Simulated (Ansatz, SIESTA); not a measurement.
## One structure in several programs: ScZnPd (Cmcm, 6 atoms in the cell)

Relaxation of cell and atoms.

```
CELL_PARAMETERS angstrom
      2.14653    -4.55886     0.00000
      2.14653     4.55886     0.00000
      0.00000     0.00000     5.25138
ATOMIC_POSITIONS crystal
  Sc 0.70683 0.29317 0.75000
  Sc 0.29317 0.70683 0.25000
  Zn 0.00000 0.00000 0.00000
  Zn 0.00000 0.00000 0.50000
  Pd 0.40354 0.59646 0.75000
  Pd 0.59646 0.40354 0.25000
```

Shared settings, as Ansatz (a program for electronic structure) writes them: kpoints.mp_grid.grid = 5 5 4; scf.occupations.method = gaussian; scf.occupations.width = 0.05 eV. Potentials and cutoffs stand in the table.

| code | model | final volume (Å³/atom) | cutoff |
|---|---|---|---|
| SIESTA | GGA PBEsol, numerical atomic orbitals DZP, PseudoDojo PBEsol standard norm-conserving potentials (rewritten from UPF to PSML) | 16.27 | grid 350 Ry |
| Ansatz | PBEsol, PAW files made with PBE | 16.67 | default |

On Ansatz's run: spin polarisation is off.

The spread over the programs that give each value: final volume within 0.40 Å³/atom.

SIESTA uses small atom-centred bases, whose incompleteness enters pressures, forces and empty levels differently from a plane-wave cutoff. The programs treat the finite-basis stress differently while the cell relaxes: Ansatz adds an estimate of it.

The starting cell comes from a database of computed structures (which also holds hypothetical and non-ambient phases and stackings), without a prior relaxation at this level.

Keys are those of Ansatz 0.2.
